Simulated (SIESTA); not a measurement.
Band structure of Pd (Fm-3m, 1 atom in the cell).

```xyz
1
Lattice="0.0000 1.9298 1.9298 1.9298 0.0000 1.9298 1.9298 1.9298 0.0000" Properties=species:S:1:pos:R:3 pbc="T T T"
Pd     0.0000     0.0000     0.0000
```

Level of theory: SIESTA 5.4.2 with GGA PBE, numerical atomic orbitals TZP, PseudoDojo PBE standard norm-conserving potentials (rewritten from UPF to PSML).

Settings: XC.functional = GGA; XC.authors = PBE; potentials = PseudoDojo PBE standard; PAO.BasisSize = TZP; PAO.EnergyShift = 0.005 Ry; MeshCutoff = 400 Ry; kgrid.MonkhorstPack = 15 15 15; OccupationFunction = MP; OccupationMPOrder = 0; ElectronicTemperature = 1578.21 K; MaxSCFIterations = 150; SCF.Mixer.Method = Broyden; SCF.Mixer.Weight = 0.1; SCF.Mixer.History = 6.

The starting cell has typed, rounded lattice constants, without a prior relaxation at this level. Its lattice was rescaled by a random factor within 2.5 % of one. Spin polarisation is off. Values carry the incompleteness of an atom-centred basis.

Levels in eV from the Fermi level, bands 6 to 11:
| point | 6 | 7 | 8 | 9 | 10 | 11 |
|---|---|---|---|---|---|---|
| Γ | -2.93 | -2.92 | -2.92 | -1.26 | -1.26 | 31.73 |
| X | -5.26 | -0.05 | 0.30 | 0.30 | 3.69 | 11.63 |
| W | -3.45 | -3.45 | -1.35 | 0.30 | 9.45 | 9.45 |
| K | -4.26 | -2.00 | -0.97 | -0.16 | 7.52 | 8.72 |
| L | -2.97 | -2.97 | -0.02 | -0.02 | 1.23 | 7.74 |
| U | -4.26 | -2.00 | -0.97 | -0.16 | 7.52 | 8.72 |

Bands cross the Fermi level along this path, so the cell is metallic at this level.

Higher empty bands are left out: an atom-centred basis made for the valence describes them poorly.
